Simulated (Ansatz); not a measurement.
Density of states of Hf2N (P4_2/mnm) near the Fermi level, PBEsol, rigid bands (Ansatz, an electronic-structure program).

(E − E_F (eV), states/eV/cell): (-1.95, 6.42); (-1.85, 5.95); (-1.75, 3.52); (-1.65, 2.34); (-1.55, 2.75); (-1.45, 2.94); (-1.35, 5.33); (-1.25, 7.91); (-1.15, 6.67); (-1.05, 4.79); (-0.95, 4.24); (-0.85, 4.20); (-0.75, 3.61); (-0.65, 3.30); (-0.55, 3.43); (-0.45, 3.96); (-0.35, 3.27); (-0.25, 2.58); (-0.15, 2.44); (-0.05, 2.48); (0.05, 2.42); (0.15, 2.34); (0.25, 2.05); (0.35, 1.85); (0.45, 1.97); (0.55, 2.19); (0.65, 2.49); (0.75, 2.68); (0.85, 2.80); (0.95, 2.81); (1.05, 3.05); (1.15, 3.34); (1.25, 3.88); (1.35, 4.25); (1.45, 4.79); (1.55, 4.36); (1.65, 3.19); (1.75, 2.79); (1.85, 2.44)

Q: With 6 atoms a cell, what bare Sommerfeld coefficient γ = (π²/3) k_B² N(E_F) follows?

A: N(E_F) ≈ 2.5 states/eV a cell at 300 K, so γ ≈ 0.97 mJ/(mol of atoms·K²), before many-body enhancement (phonons, spin fluctuations, correlation).

Q: How far does the Fermi level move in a rigid band for 0.1 electron a cell added or removed?

A: 41 meV and -41 meV.

A metal at this level (no band gap); rigid bands, thermally averaged at 300 K, both spins. Spin-orbit coupling is left out, which matters with elements this heavy. Geometry: cell and atoms relaxed with PBEsol.

Computed structure with no diffraction record at hand here (it may be known, metastable or hypothetical): Hf2N (P4_2/mnm).
